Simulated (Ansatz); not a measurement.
Here is the system:

```xyz
2
Lattice="-0.0165 2.2631 2.2866 2.2532 0.0062 2.2639 2.2258 2.2129 0.0336" Properties=species:S:1:pos:R:3 pbc="T T T"
C      0.0000     0.0000     0.0000
Ta     2.2312     2.2411     2.2920
```

No spin polarisation.

Level of theory: PBEsol in Ansatz (plane waves to 420 eV, PAW, without spin-orbit coupling), earlier PAW set. Settings: 22×22×22 k-points, 0.1 eV Fermi–Dirac smearing.

**Question.** What space group does the calculation give?

**Answer.** P-1 (No. 2).

**Question.** Predict the stress (xx, yy, zz, yz, xz, xy; compression positive).

**Answer.** (-11.7, -8.3, -14.2, -4.4, -0.8, 3.5) GPa.

**Question.** Predict the band gap.

**Answer.** Zero.

The cells carry an imposed strain or load. No phonon test of stability was made. The final runs are not spin-polarised. The cell was made from TaC in the rock salt structure (space group Fm-3m, No. 225) by this change: strain tensor (xx, yy, zz, yz, xz, xy) = (+1.25, +0.67, +1.73, +1.27, +0.25, −0.99) %.

Ansatz is a program for electronic structure.
